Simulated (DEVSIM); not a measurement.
Structure: abrupt Si n-p junction, at 300 K.

Layer 1 from the left is Si, thickness (μm) 2.00, Nd (cm⁻³) 6.9e17, τn (s) 3.9e-7, τp (s) 3.9e-7. Layer 2 from the left is Si, thickness (μm) 7.30, Na (cm⁻³) 3.7e15, τn (s) 3.9e-7, τp (s) 3.9e-7.

Left contact: ohmic. Right contact: ohmic. Voltage is applied to the left contact. Recombination: SRH at mid-gap, Auger. Mobility is constant in doping.

The device is made up for the run: typed textbook-type constants, with dimensions and the other settings drawn at random. Values at 300 K.

Si: gap (eV) 1.124, affinity (eV) 4.05, permittivity 11.7, Nc (cm⁻³) 2.86e19, Nv (cm⁻³) 3.1e19, μn (cm²/Vs) 1417, μp (cm²/Vs) 470, Cn (cm⁶/s) 2.8e-31, Cp (cm⁶/s) 9.9e-32.

Model (solved in DEVSIM): 1D drift-diffusion, Boltzmann statistics, complete ionisation; no tunnelling, impact ionisation, image-force lowering or self-heating.

Task: What does the simulation give for the potential step across the device at zero bias, the dark forward voltage at 100 A/cm²?

Result: potential step across the device at zero bias 0.794 V; dark forward voltage at 100 A/cm² 0.712 V.
